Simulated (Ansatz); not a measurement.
Ti, response to strain

Take Ti in the hcp (Mg type) structure (space group P6_3/mmc, No. 194; a = 2.864 Å, c = 4.537 Å; relaxed with 0.1 eV smearing) as the base. Axes: x lies along a and z along c of the hexagonal cell.

Strains are applied to the cell and any free atomic positions relax.

Calculations: LDA in Ansatz (plane waves to 420 eV, PAW, no spin-orbit coupling).

Notes on the quantities. energy relative to the base: free energy F; pressure: mean of the normal stresses, compression positive.

```csv
variant,energy relative to the base,pressure,largest internal atomic displacement
base,0 meV/atom,0.0 GPa,–
uniaxial strain ε_xx = −2.50 %,+5.5 meV/atom,3.3 GPa,0.037 Å
uniaxial strain ε_xx = −2.00 %,+3.5 meV/atom,2.6 GPa,0.027 Å
uniaxial strain ε_xx = −1.50 %,+2.0 meV/atom,1.9 GPa,0.020 Å
uniaxial strain ε_xx = −1.00 %,+0.9 meV/atom,1.3 GPa,0.014 Å
uniaxial strain ε_xx = −0.50 %,+0.2 meV/atom,0.6 GPa,–
uniaxial strain ε_xx = +1.00 %,+0.8 meV/atom,-1.2 GPa,0.012 Å
uniaxial strain ε_xx = +1.50 %,+1.9 meV/atom,-1.8 GPa,0.018 Å
uniaxial strain ε_xx = +2.50 %,+5.0 meV/atom,-3.0 GPa,0.029 Å
uniaxial strain ε_xx = +3.00 %,+7.2 meV/atom,-3.5 GPa,0.034 Å
```

Whether these cells are dynamically stable was not tested. The final runs are not spin-polarised.

Ansatz is a program for electronic structure.
